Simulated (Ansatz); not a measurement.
The starting structures come from a database of crystals and need not be the phases stable at ambient conditions.

The decay constant κ of evanescent states in the gap governs leakage through a thin film.

Here is the system:

```yaml
crystal:
  lattice:
    - [5.18680, 0.00000, 0.00000]
    - [0.00000, 8.46472, 0.00000]
    - [2.55105, 0.00000, 4.56164]
  atoms:
    - { symbol: Si, position: [0.37758, 0.06121, 0.35239] }
    - { symbol: Si, position: [0.62242, 0.56121, 0.64761] }
    - { symbol: Si, position: [0.71090, 0.93642, 0.68568] }
    - { symbol: Si, position: [0.28910, 0.43642, 0.31432] }
    - { symbol: O, position: [0.06137, 0.97336, 0.52906] }
    - { symbol: O, position: [0.93863, 0.47336, 0.47094] }
    - { symbol: O, position: [0.55918, 0.98776, 0.02641] }
    - { symbol: O, position: [0.44082, 0.48776, 0.97359] }
    - { symbol: O, position: [0.43629, 0.53489, 0.47624] }
    - { symbol: O, position: [0.56371, 0.03489, 0.52376] }
    - { symbol: O, position: [0.66648, 0.74886, 0.66598] }
    - { symbol: O, position: [0.33352, 0.24886, 0.33402] }
```

The cell is taken as given; by r2SCAN it stands under a pressure of -3.7 GPa.

Transport runs along the normal of the first two printed cell vectors.

No gap correction and no spin-orbit coupling; mid-gap is the computed energy nearest the middle.

Task: Compute, with r2SCAN (Ansatz, a first-principles code), the band gap and the smallest decay constant κ at mid-gap.

Result: Gap 6.01 eV on a 8×4×8 mesh; κ = 0.515 1/Å, at the zone centre.
